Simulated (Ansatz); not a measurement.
This concerns the energy change from cell B to cell A (F taken out, Cl put in, in a slab cell with 12 atoms a plane). Reaction: cell B + 1/2 BaCl2 (gas) → cell A + 1/2 BaF2 (gas). The sign is products less reactants.

Cell A: a slab of BaTiO3 (P4mm) cut along (001), 41 atoms, square cell of 7.97 Å (63.5 Å²), symmetry P1 within 0.02 Å, 8.7 Å thick under 17 Å of vacuum, in-plane vectors held at the crystal's; planes from bottom to top: Ti4O8 | Ba4O4 | Ti4O8 | Ba4O4 | Cl, its two faces unlike (dipole correction applied); added, foreign or displaced atoms, above the top plane: Cl bound to 2 Ba at 3.08 Å; spin state with PBE: net moment 0.8 μB a cell, k-point mesh 3×3×1.
```xyz
41
Lattice="7.9705 0.0000 0.0000 0.0000 7.9705 0.0000 0.0000 0.0000 25.5172" Properties=species:S:1:pos:R:3 pbc="T T T"
Ba     0.0201     0.0872    10.0691
Ti     2.0478     2.1078     8.1811
O     -0.0768     1.9996     8.0125
O      1.9863     2.0385    10.0119
O      1.9348    -0.0242     8.0146
Ba     0.0369     0.0164    14.3096
Ti     2.0202     2.1038    12.3390
O     -0.0205     2.0237    12.1643
O      1.9635     2.0477    14.1753
O      1.9781     0.0406    12.1823
Ba     0.0199     4.0508    10.0773
Ti     2.0431     6.0895     8.1885
O     -0.0767     5.9738     8.0024
O      1.9517     6.0217    10.0261
O      1.9356     3.9713     8.0106
Ba     0.0348     4.1697    14.3164
Ti     2.0509     6.0938    12.2621
O     -0.0236     6.0193    12.2225
O      2.1078     6.0312    14.0844
O      1.9710     4.0099    12.1874
Ba     4.0023     0.0883    10.0611
Ti     6.0333     2.1080     8.1832
O      3.9086     1.9995     8.0015
O      5.9596     2.0379    10.0139
O      5.9273    -0.0265     8.0175
Ba     4.0203     0.0780    14.1465
Ti     6.0651     2.1000    12.3308
O      3.9509     2.0310    12.2273
O      6.0036     2.0453    14.1681
O      5.9484     0.0448    12.1724
Ba     4.0025     4.0477    10.0660
Ti     6.0396     6.0888     8.1908
O      3.9077     5.9774     8.0363
O      5.9903     6.0208    10.0330
O      5.9242     3.9722     8.0140
Ba     4.0203     4.0845    14.1372
Ti     6.0238     6.0933    12.2571
O      3.9613     6.0134    12.0803
O      5.8603     6.0335    14.0728
O      5.9555     4.0067    12.1786
Cl    -0.0046    -1.8875    16.7317
```

Cell B: a slab of BaTiO3 (P4mm) cut along (001), 41 atoms, square cell of 7.97 Å (63.5 Å²), symmetry P1 within 0.02 Å, 8.1 Å thick under 17 Å of vacuum, in-plane vectors held at the crystal's; planes from bottom to top: Ti4O8 | Ba4O4 | Ti4O8 | Ba4O4 | F, its two faces unlike (dipole correction applied); added, foreign or displaced atoms, above the top plane: F bound to 2 Ba at 2.53 Å; spin state with PBE: net moment 0.8 μB a cell, k-point mesh 3×3×1.
```
CELL_PARAMETERS angstrom
      7.97050     0.00000     0.00000
      0.00000     7.97050     0.00000
      0.00000     0.00000    25.04999
ATOMIC_POSITIONS crystal
  Ba 0.99430 0.00377 0.40261
  Ti 0.25024 0.25738 0.32718
  O  0.98516 0.24402 0.31976
  O  0.24183 0.24487 0.40063
  O  0.23555 0.99190 0.31961
  Ba 0.01623 0.00535 0.57305
  Ti 0.25118 0.25919 0.48936
  O  0.98946 0.24816 0.48689
  O  0.24359 0.27145 0.56216
  O  0.24218 0.99829 0.48903
  Ba 0.99347 0.50332 0.40192
  Ti 0.25056 0.75927 0.32727
  O  0.98495 0.74467 0.32013
  O  0.24171 0.75407 0.40095
  O  0.23624 0.49113 0.32138
  Ba 0.99804 0.50539 0.56310
  Ti 0.25128 0.75653 0.48916
  O  0.98873 0.74905 0.48640
  O  0.24385 0.73140 0.56162
  O  0.24085 0.49833 0.48109
  Ba 0.49782 0.00387 0.40213
  Ti 0.75054 0.25807 0.32662
  O  0.48330 0.24382 0.32011
  O  0.74241 0.25034 0.39961
  O  0.73792 0.99185 0.31988
  Ba 0.48248 0.00557 0.57268
  Ti 0.75043 0.25284 0.49340
  O  0.49168 0.24975 0.48650
  O  0.74337 0.24728 0.56668
  O  0.73988 0.99930 0.48556
  Ba 0.49817 0.50325 0.40161
  Ti 0.75120 0.75836 0.32681
  O  0.48279 0.74519 0.32045
  O  0.74224 0.74923 0.39986
  O  0.73774 0.49143 0.31943
  Ba 0.49674 0.50530 0.56359
  Ti 0.74990 0.76375 0.49288
  O  0.49229 0.74750 0.48600
  O  0.74297 0.75544 0.56624
  O  0.74157 0.49641 0.48849
  F  0.24973 0.00171 0.64159
```

Reference: an isolated BaF2 molecule (singlet) in a box of 14 × 11 × 13 Å.
```xyz
3

Ba     0.0000     0.0000    -0.7845
F      1.8733     0.0000     0.3922
F     -1.8733     0.0000     0.3922
```

Reference: an isolated BaCl2 molecule (singlet) in a box of 15 × 11 × 14 Å.
```xyz
3

Ba     0.0000     0.0000    -0.8861
Cl     2.3658     0.0000     0.4431
Cl    -2.3658     0.0000     0.4431
```

Plane-wave PAW calculations with Ansatz (a first-principles code), its PAW set soft_1, cutoff 420 eV. The structures are at rest with PBE, within the held lattices. Neutral cells; Fermi-Dirac smearing of at most 0.05 eV in the solids, energies taken to zero width. Larger cells are relaxed from a start prepared with the learned potential CHGNet, on a coarser mesh till forces fall under 0.03 eV/Å, which some starts already meet. A dispersion term (D3(BJ), or D4 for r2SCAN) was computed beside these levels and is taken off wherever the name lacks it. Space groups of crystals are read within 0.01 Å. Static lattices, no vibrational contributions. The structures are the rest points that the relaxations reached, not proven lowest. The runs are scalar-relativistic, without spin-orbit coupling. No search over spin orders was made beyond those shown. Values are for these cell sizes.

### Question
Predict the value from PBE.

### Answer
-0.23 eV, for cell B + 1/2 BaCl2 (gas) → cell A + 1/2 BaF2 (gas).
